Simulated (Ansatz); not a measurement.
A computed series for SrTiO3: response to strain

The reference is SrTiO3 in the cubic perovskite structure (space group Pm-3m, No. 221; a = 3.891 Å). Axes: x, y, z lie along the cube axes.

Strains are applied to the cell and any free atomic positions relax; under biaxial strain the out-of-plane vector relaxes too; under stress the whole cell relaxes.

Method: PBEsol, PAW, 420 eV (Ansatz, an electronic-structure program; no SOC), earlier PAW set.

Notes on the quantities. energy relative to the base: free energy F; pressure: mean of the normal stresses, compression positive.

| variant | band gap | energy relative to the base | volume per atom | space group | pressure |
|---|---|---|---|---|---|
| base | 1.86 eV | 0 meV/atom | 11.79 Å³ | Pm-3m (No. 221) | 0.00 GPa |
| biaxial strain +1.40 %, plane normal [001], relaxed out of plane | 1.78 eV | +5.4 meV/atom | 12.02 Å³ | P4/mmm (No. 123) | -3.41 GPa |
| biaxial strain −2.15 %, plane normal [111], relaxed out of plane | 1.83 eV | +13 meV/atom | 11.45 Å³ | R-3m (No. 166) | 5.77 GPa |
| isotropic strain −0.99 % | 1.91 eV | +6.3 meV/atom | 11.44 Å³ | Pm-3m (No. 221) | 5.94 GPa |
| isotropic strain +5.82 % | 1.54 eV | +172 meV/atom | 13.97 Å³ | Pm-3m (No. 221) | -21.70 GPa |
| uniaxial strain ε_xx = −1.09 % | 1.86 eV | +1.6 meV/atom | 11.66 Å³ | P4/mmm (No. 123) | 2.13 GPa |
| uniaxial strain ε_yy = −2.06 % | 1.85 eV | +5.9 meV/atom | 11.54 Å³ | P4/mmm (No. 123) | 4.19 GPa |
| tensor shear ε_xy = −2.27 % | 1.74 eV | +8.7 meV/atom | 11.78 Å³ | Cmmm (No. 65) | 0.17 GPa |
| uniaxial stress, 3 GPa tension along x | 1.82 eV | +1.2 meV/atom | 11.85 Å³ | P4/mmm (No. 123) | – |

Stability under load was not tested beyond the relaxation. The final runs are not spin-polarised. Many cubic perovskites are stable only at high temperature; tilts and polar distortions were not tested.
